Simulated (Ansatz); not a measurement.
A user runs Ansatz (a quantum-chemistry and plane-wave program) on LiCd₃ (Fm-3m, 4 atoms in the cell) and asks whether the run is sound. The aim is a self-consistent single point with DFT, PBEsol, plane waves, default PAW files made with PBE.

Cell that was meant: a = 4.8037 Å, b = 4.8037 Å, c = 4.8037 Å, α = 60.00°, β = 60.00°, γ = 60.00°.

Part of the input:

```yaml
  occupations:
    method: methfessel_paxton
    width: 0.1
  max_iter: 40
  convergence:
    dr2_threshold: 1.0e-22 eV
output:
  forces: true
  eigenvalues: true
```

Output (repeated stretches shortened):

```
WARN basis.ecutwfc = 420 eV, the default
WARN ansatz: RAYON_NUM_THREADS=1 ignored (pool sized by the plan → 1); use --threads N
   [... lines left out ...]
k-points: 56 of 1331
PAW frozen core: Cd, regenerated for the run's functional, and the local potential with it
Initial density: superposition of atomic densities (neutral atoms: chi_scale 0, normalization atom), corrected by the library's trained network
Initial wavefunctions: pseudopotential atomic-orbital guess
Eigensolver: davidson
Functional: x = pbesol(κ = 0.804, μ = 0.12345679012345678), c = pbesol(β = 0.046)
SCF iter   1: F=—  HF=-24755.910507 eV  |F-HF|=—  |Δ(HF+E_count)|=         —  Δρ=4.62e-3  dr2=1.32e-2  ethr=1.77e-3  ⟨swp⟩=6.2  Hψ=7633  notcnv=0  defer=1
all-band conjugate gradients solve this SCF's bands
preconditioner: auto → Resta (q_TF=auto, 2.631 Å⁻¹)
SCF iter   2: F=—  HF=-24755.906710 eV  |F-HF|=—  |Δ(HF+E_count)|=   3.80e-3  S|Δr|=    0.00e0  Δρ=1.05e-3  dr2=6.42e-4  ethr=2.10e-5  ⟨swp⟩=2.0  Hψ=3488  notcnv=0  defer=1
   [... lines left out ...]
SCF iter  15: F=—  HF=-24755.906503 eV  |F-HF|=—  |Δ(HF+E_count)|=  3.64e-12  S|Δr|=    0.00e0  Δρ=2.04e-12  dr2=3.96e-21  ethr=9.19e-19 (applied; sched 1.00e-12)  ⟨swp⟩=1.0  Hψ=2031  notcnv=0  defer=97
SCF iter  16: F=—  HF=-24755.906503 eV  |F-HF|=—  |Δ(HF+E_count)|=  3.64e-12  S|Δr|=    0.00e0  Δρ=7.26e-13  dr2=2.49e-22  ethr=9.19e-19 (applied; sched 1.00e-12)  ⟨swp⟩=1.0  Hψ=2031  notcnv=0  defer=97
SCF iter  17: F=-24755.906503 eV  HF=-24755.906503 eV  |F-HF|=7.28e-12  |Δ(HF+E_count)|=  3.64e-12  S|Δr|=    0.00e0  Δρ=3.18e-13  dr2=4.71e-23  ethr=1.00e-12  ⟨swp⟩=4.5  Hψ=4235  notcnv=0
SCF 1 converged in 17 iterations: F = -24755.906503 eV  dr2 = 4.71e-23
Stability not checked (fill_not_monotonic)
Free energy (F): -24755.906503 eV
Internal energy: -24755.907972 eV  (E = F + TS)
E sigma→0 (E₀):  -24755.906870 eV
Entropy (-TS):   0.001469 eV (0.367 meV/atom)
Fermi energy:    12.401854 eV
--- Forces (eV/Å), atoms counted from 1 ---
  atom   1  Li    -0.00000000     0.00000000    -0.00000000
   [... zero for the other atoms too ...]
--- Stress (GPa, compression-positive) ---
       -1.540659       0.000000       0.000000
       -0.000000      -1.540659       0.000000
        0.000000       0.000000      -1.540659
  P = ⅓ Tr σ = -1.5407 GPa (-15.407 kbar)
  The stress holds the Pulay correction. Without it, at fixed plane waves, as pw.x and ABINIT print it: P = -1.5765 GPa
```

Problem. Is anything amiss in this input, and did it matter?

Solution. The results can be used. The input holds a threshold far tighter than needed, beside a limit on iterations, which can do harm: each further decade of the residual costs iterations, and near the noise of double precision and of the grids the loop may never get there. Here it did none. The run converged in 17 iterations, and against the sound input the free energy is nearly the same (within 1 meV/atom) and the pressure stays at -1.54 GPa. It cost iterations: the sound input took 6.

The sound input it was made from differs as follows (other fixes are possible):
```diff
-  max_iter: 40
-  convergence:
-    dr2_threshold: 1.0e-22 eV
```

With that input, the run converged in 6 iterations: free energy E − TS (on the zero of these files) -24755.9065 eV; Fermi level (on the code's own zero) 12.40 eV; pressure -1.54 GPa (DFT, PBEsol, plane waves, default PAW files made with PBE).

On the sound input: the starting cell comes from a database of computed structures (which also holds hypothetical and non-ambient phases and stackings), without a prior relaxation at this level. Ansatz's pressure includes its estimate of the finite-basis (Pulay) stress.

Keys are those of Ansatz 0.2.
